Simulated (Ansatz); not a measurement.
The starting structures come from a database of crystals and need not be the phases stable at ambient conditions.

Tunnelling through a barrier is set by its complex band structure: the current falls as exp(−2κd) with the smallest κ.

Consider the following.

```
CELL_PARAMETERS angstrom
      3.34544     0.00000     0.00000
      1.67272     5.87617     0.00000
      1.67272    -0.00685     5.89996
ATOMIC_POSITIONS crystal
  Sr 0.99695 0.00932 0.99678
  Mg 0.82208 0.54245 0.81339
  Mg 0.63034 0.19469 0.54463
  Ga 0.19168 0.44292 0.17372
  Ga 0.35862 0.83035 0.45241
  N  0.58938 0.63341 0.18783
  N  0.39994 0.34638 0.85374
  N  0.76458 0.83755 0.63329
  N  0.24641 0.16295 0.34423
```

Space group of this cell: Cm. The cell is taken as given; by r2SCAN its mean pressure is -0.6 GPa.

Transport runs along the normal of the first two printed cell vectors.

The gap is the functional's own. No spin-orbit coupling. Mid-gap values are interpolated on the energy grid.

Q: Compute, with r2SCAN run with Ansatz (a program for electronic structure), the band gap and the smallest decay constant κ at mid-gap.

A: Gap 2.28 eV on a 10×10×10 mesh; κ = 0.183 1/Å, at the zone centre.
